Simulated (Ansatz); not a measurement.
By PBEsol, the system below comes out a metal.

The ballistic (Sharvin) conductance counts the channels at the Fermi level: G/A = (e²/h) × channels of both spins per area.

Input:

```
MgB2
1.0
    3.06276     0.00000     0.00000
   -1.53138     2.65243     0.00000
    0.00000     0.00000     3.52087
Mg B
1 2
Cartesian
  0.00000   0.00000   0.00000
  1.53138   0.88414   1.76043
  0.00000   1.76828   1.76043
```

The cell is taken as given; by PBEsol it stands under a pressure of -0.6 GPa.

The current flows along the normal of the first two printed cell vectors, the (001) plane of the conventional cell. No spin-orbit coupling; the value is a mean over 0.1 eV about the Fermi level.

### Question
Estimate the ballistic conductance per area that Ansatz (a quantum-chemistry and plane-wave program) with PBEsol returns for this system.

### Answer
0.71 × 10¹⁵ S/m² for both spins.
